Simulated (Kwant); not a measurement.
Device: wire with an abrupt hard-wall neck in a InAs two-dimensional gas. Effective mass 0.023 mₑ, grid spacing 10 nm, hard walls, nominal width 300 nm (29 grid rows, so walls 300 nm apart), one parabolic valley, scattering region 900 nm long along x; energies count from the band bottom; Fermi energy swept from 9.0829e-05 to 0.009672 eV. Central neck 130 nm wide and 290 nm long.

The device is made up for the run: typed textbook-type constants, with dimensions and the other settings drawn at random.

Computed with Kwant: effective-mass tight-binding model on a square grid, one spin, coherent transport at 0 K. Conductance is in e²/h.

Problem. How many channels do the leads carry at E = 2.59 meV?

Solution. The hard-wall thresholds are n² ħ²π²/(2mW²) = n² × 0.182 meV with W = 300 nm. √(2.59/0.182) = 3.78, so 3.
